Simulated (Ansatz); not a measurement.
The reference is Cs2AgBiBr6 (space group Fm-3m, No. 225; a = 10.996 Å). Axes: x, y, z lie along the cube axes.

Computed with LDA in Ansatz (plane waves to 420 eV, PAW, spin-orbit coupling left out).

Strains are applied to the cell and any free atomic positions relax; under biaxial strain the out-of-plane vector relaxes too.

One change was made to it. Results:

The pressure (mean of the normal stresses, compression positive) goes up by 0.64 GPa to 0.63 GPa; the energy grows by 4.8 meV/atom; the shortest interatomic distance drops by 0.017 Å, from 2.689 Å to 2.672 Å.

**Question.** Name the change that was made.
A. biaxial strain −1.88 %, plane normal [111], relaxed out of plane
B. biaxial strain −2.50 %, plane normal [111], relaxed out of plane
C. biaxial strain −0.63 %, plane normal [111], relaxed out of plane

**Answer.** B, biaxial strain −2.50 %, plane normal [111], relaxed out of plane. For comparison, the energy relative to the base in the other runs: biaxial strain −0.63 %, plane normal [111], relaxed out of plane gives +0.3 meV/atom; biaxial strain −1.88 %, plane normal [111], relaxed out of plane gives +2.7 meV/atom.

Whether these cells are dynamically stable was not tested.

Ansatz is a quantum-chemistry and plane-wave program.
